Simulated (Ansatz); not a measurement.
**Sn2Rh3S2, pressure series**

The parent structure is Sn2Rh3S2 (space group R-3m, No. 166; a = 5.629 Å, c = 13.275 Å (hexagonal axes); a cell from a computed database, its experimental status unchecked).

Cell and atoms are relaxed at each pressure.

Calculations: Ansatz (a first-principles code), PBEsol, PAW, cutoff 420 eV, no spin-orbit coupling.

Notes on the quantities. enthalpy: H = E + PV relative to the base's energy.

```csv
variant,enthalpy,c/a ratio,lattice parameter a
base,–,2.358,5.629 Å
pressure −2 GPa,-0.22 eV/atom,2.356,5.663 Å
pressure −1 GPa,-0.11 eV/atom,2.357,5.646 Å
pressure 0.3 GPa,+0.03 eV/atom,2.359,5.624 Å
pressure 0.7 GPa,+0.08 eV/atom,2.359,5.618 Å
pressure 1.5 GPa,+0.16 eV/atom,2.360,5.605 Å
pressure 3 GPa,+0.32 eV/atom,2.362,5.584 Å
pressure 5 GPa,+0.53 eV/atom,2.363,5.557 Å
pressure 7.5 GPa,+0.79 eV/atom,2.366,5.525 Å
pressure 10 GPa,+1.04 eV/atom,2.368,5.496 Å
```

Load acts through the strain it causes; cell and atoms are relaxed under it. Whether these cells are dynamically stable was not tested. Competing high-pressure phases were not computed. All final runs are without spin polarisation. An odd electron count without spin: Sn2Rh3S2. Sn2Rh3S2 has a high density of states at the Fermi level and may be magnetic at this level.
